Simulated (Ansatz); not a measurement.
Consider InP in the zinc blende structure (space group F-43m, No. 216).

```
CELL_PARAMETERS angstrom
      0.00000     2.95348     2.95348
      2.95348     0.00000     2.95348
      2.95348     2.95348     0.00000
ATOMIC_POSITIONS crystal
  In 0.00000 0.00000 0.00000
  P  0.25000 0.25000 0.25000
```

Cartesian axes are those of the cell as printed.

Computed with Kohn–Sham DFT with the r2SCAN functional, run in Ansatz (a first-principles code) with PAW and 500 eV plane waves, scalar-relativistic without spin-orbit coupling.

Strains are applied to the cell and any free atomic positions relax; under biaxial strain the out-of-plane vector relaxes too.

One change was made to it. Results:

```tsv
quantity	base	after
energy relative to the base (free energy F)	0 meV/atom	+3.5 meV/atom
electron mass	0.074 mₑ (at Γ)	0.082 mₑ out of plane, 0.076 mₑ in plane (at Γ)
valence-band top at Γ (three highest levels, from the VBM)	0.00, 0.00, 0.00 eV	0.00, 0.00, -0.16 eV
valley order (the lowest conduction-band minima on the path, energy above the VBM, named in the base's zone)	Γ 1.03 eV; L along ⟨111⟩ 1.80 eV; X along ⟨100⟩ 2.04 eV	Γ 1.05 eV; L along [111] 1.77 eV; X along [010] 1.91 eV; X along [001] 2.09 eV
```

Task: Which of these changes matches the shifts?
A) biaxial strain −3.00 %, plane normal [001], relaxed out of plane
B) biaxial strain −2.50 %, plane normal [001], relaxed out of plane
C) biaxial strain −0.50 %, plane normal [001], relaxed out of plane
D) biaxial strain −1.50 %, plane normal [001], relaxed out of plane

Result: D, biaxial strain −1.50 %, plane normal [001], relaxed out of plane. For comparison, the valley order in the other runs: biaxial strain −0.50 %, plane normal [001], relaxed out of plane gives Γ 1.04 eV; L along [111] 1.79 eV; X along [010] 2.00 eV; X along [001] 2.06 eV; biaxial strain −3.00 %, plane normal [001], relaxed out of plane gives Γ 1.07 eV; L along [111] 1.70 eV; X along [010] 1.77 eV; X along [001] 2.15 eV; biaxial strain −2.50 %, plane normal [001], relaxed out of plane gives Γ 1.06 eV; L along [111] 1.72 eV; X along [010] 1.82 eV; X along [001] 2.13 eV.

The levels and masses belong to the bands next to the band gap. Effective masses come from finite differences of ±0.01 Å⁻¹. No phonon test of stability was made.
